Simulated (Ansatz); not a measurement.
Take TiAl (space group P4/mmm, No. 123; a = 2.796 Å, c = 4.038 Å; relaxed with 0.1 eV smearing) as the base. Axes: x, y, z lie along a, b, c of the conventional cell.

Calculations: PBEsol (Ansatz, a quantum-chemistry and plane-wave program, PAW, spin-orbit coupling left out).

Strains are applied to the cell and any free atomic positions relax.

One change was made to it. Results:

```json
[
 {"quantity": "energy relative to the base (free energy F)", "base": "0 meV/atom", "after": "+0.9 meV/atom"},
 {"quantity": "pressure (mean of the normal stresses, compression positive)", "base": "0.0 GPa", "after": "-1.2 GPa"}
]
```

### Question
Name the change that was made.
A) uniaxial strain ε_zz = +3.00 %
B) uniaxial strain ε_zz = +1.00 %
C) uniaxial strain ε_zz = −1.50 %
D) uniaxial strain ε_zz = +2.50 %
E) uniaxial strain ε_zz = +2.00 %

### Answer
B, uniaxial strain ε_zz = +1.00 %. For comparison, the pressure in the other runs: uniaxial strain ε_zz = +2.00 % gives -2.3 GPa; uniaxial strain ε_zz = +2.50 % gives -2.8 GPa; uniaxial strain ε_zz = +3.00 % gives -3.3 GPa; uniaxial strain ε_zz = −1.50 % gives 1.9 GPa.

Stability against distortions was not tested. All final runs are without spin polarisation.
